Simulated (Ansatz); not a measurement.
Start from KBr in the rock salt structure (space group Fm-3m, No. 225; a = 6.549 Å). Axes: x, y, z lie along the cube axes.

The values are results of plane-wave PAW DFT at the PBEsol level (Ansatz, a quantum-chemistry and plane-wave program, 420 eV), no spin-orbit coupling, not measurements.

Strains are applied to the cell and any free atomic positions relax; under biaxial strain the out-of-plane vector relaxes too.

One change was made to it. Results:

```tsv
quantity	base	after
valence-band top at Γ (three highest levels, from the VBM)	0.00, 0.00, 0.00 eV	0.00, 0.00, -0.02 eV
energy relative to the base (free energy F)	0 meV/atom	+3.9 meV/atom
pressure (mean of the normal stresses, compression positive)	0.01 GPa	0.63 GPa
electron mass	0.37 mₑ (at Γ)	0.35 mₑ out of plane, 0.37 mₑ in plane (at Γ)
```

Task: Name the change that was made.
A. biaxial strain +1.50 %, plane normal [001], relaxed out of plane
B. biaxial strain +3.00 %, plane normal [001], relaxed out of plane
C. biaxial strain −3.00 %, plane normal [001], relaxed out of plane
D. biaxial strain −2.00 %, plane normal [001], relaxed out of plane
E. biaxial strain −1.00 %, plane normal [001], relaxed out of plane

Result: D, biaxial strain −2.00 %, plane normal [001], relaxed out of plane. For comparison, the valence-band top at Γ in the other runs: biaxial strain −3.00 %, plane normal [001], relaxed out of plane gives 0.00, 0.00, -0.03 eV; biaxial strain −1.00 %, plane normal [001], relaxed out of plane gives 0.00, 0.00, -0.01 eV; biaxial strain +3.00 %, plane normal [001], relaxed out of plane gives 0.00, -0.01, -0.01 eV; biaxial strain +1.50 %, plane normal [001], relaxed out of plane gives 0.00, -0.01, -0.01 eV.

The levels and masses belong to the bands next to the band gap. Effective masses come from finite differences of ±0.01 Å⁻¹. Whether these cells are dynamically stable was not tested.
